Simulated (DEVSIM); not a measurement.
System: Schottky contact on n-type Si, at 300 K.

```
layer (left to right)  material  thickness (μm)  Nd (cm⁻³)   τn (s)   τp (s)
---------------------  --------  --------------  ---------  -------  -------
1                            Si            2.10     3.7e15  0.00012  0.00012
```

Left contact: Schottky, work function 4.73 eV, emission velocity 1.1e7 cm/s. Right contact: ohmic. Voltage is applied to the left contact. Recombination: SRH at mid-gap, radiative, Auger. Mobility is constant in doping.

This is a model device: material constants are rounded textbook-type values typed into the input, and sizes, dopings and lifetimes were drawn at random. Values at 300 K.

```csv
parameter,Si
gap (eV),1.124
affinity (eV),4.05
permittivity,11.7
Nc (cm⁻³),2.86e19
Nv (cm⁻³),3.1e19
μn (cm²/Vs),1417
μp (cm²/Vs),470
B (cm³/s),4.7e-15
Cn (cm⁶/s),2.8e-31
Cp (cm⁶/s),9.9e-32
```

DEVSIM, 1D drift-diffusion, Boltzmann statistics, complete ionisation; no tunnelling, impact ionisation, image-force lowering or self-heating. Metal contacts follow the ideal Schottky-Mott rule: no Fermi-level pinning, no interface dipoles.

Q: Tabulate band edges, carrier densities and field at zero bias.

A: Energies count from the Fermi level of the right contact; mesh points crowd at the junctions.

```
x (μm)    Ec (eV)  Ev (eV)  n (cm⁻³)  p (cm⁻³)  field (V/cm)
--------  -------  -------  --------  --------  ------------
0.000       0.680   -0.444     1.1e8    1.1e12        -22000
0.009236    0.660   -0.464     2.3e8    5.0e11        -21000
0.02383     0.629   -0.495     7.7e8    1.5e11        -21000
0.04203     0.593   -0.531     3.2e9    3.7e10        -20000
0.07869     0.525   -0.599    4.4e10     2.6e9        -17000
0.1175      0.461   -0.663    5.1e11     2.3e8        -15000
0.1709      0.388   -0.736    8.8e12     1.3e7        -12000
0.2785      0.289   -0.835    4.0e14    290000         -6300
0.4093      0.242   -0.882    2.4e15     48000         -1500
0.5723      0.232   -0.892    3.6e15     33000          -160
0.7965      0.231   -0.893    3.7e15     31000           ≈ 0
1.208       0.231   -0.893    3.7e15     31000           ≈ 0
1.459       0.231   -0.893    3.7e15     31000           ≈ 0
1.659       0.231   -0.893    3.7e15     31000           ≈ 0
1.825       0.231   -0.893    3.7e15     31000           ≈ 0
1.907       0.231   -0.893    3.7e15     31000           ≈ 0
1.966       0.231   -0.893    3.7e15     31000           ≈ 0
2.009       0.231   -0.893    3.7e15     31000           ≈ 0
2.050       0.231   -0.893    3.7e15     31000           ≈ 0
2.073       0.231   -0.893    3.7e15     31000           ≈ 0
2.087       0.231   -0.893    3.7e15     31000           ≈ 0
2.100       0.231   -0.893    3.7e15     31000           ≈ 0
```
